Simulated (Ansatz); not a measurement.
# Hypothetical rock salt BeTe, pressure series

Take BeTe in the rock salt structure (space group Fm-3m, No. 225; a = 5.3701 Å; a hypothetical phase, not in the database extracts checked) as the base.

Cell and atoms are relaxed at each pressure.

Calculations: Ansatz (a program for electronic structure), r2SCAN, PAW, cutoff 500 eV, spin-orbit coupling left out.

Two rows of this table had their results exchanged by mistake.

| pressure | volume per atom (Å³) | shortest distance (Å) | band gap |
|---|---|---|---|
| pressure −2 GPa | 19.98 | 2.713 | zero |
| pressure −1 GPa | 13.53 | 2.383 | zero |
| pressure 3 GPa | 18.59 | 2.649 | zero |
| pressure 7 GPa | 17.75 | 2.609 | zero |
| pressure 15 GPa | 16.50 | 2.546 | zero |
| pressure 30 GPa | 14.91 | 2.461 | zero |
| pressure 50 GPa | 19.65 | 2.699 | zero |
| pressure 75 GPa | 12.36 | 2.312 | zero |
| pressure 100 GPa | 11.51 | 2.258 | zero |

**Question.** Which two?

**Answer.** The rows for pressure −1 GPa and pressure 50 GPa: the volume has to fall steadily with pressure, so 19.65 Å³ belongs to pressure −1 GPa and 13.53 Å³ to pressure 50 GPa.

Load acts through the strain it causes; cell and atoms are relaxed under it. No phonon test of stability was made. No other phases were tried under pressure. The final runs are not spin-polarised.
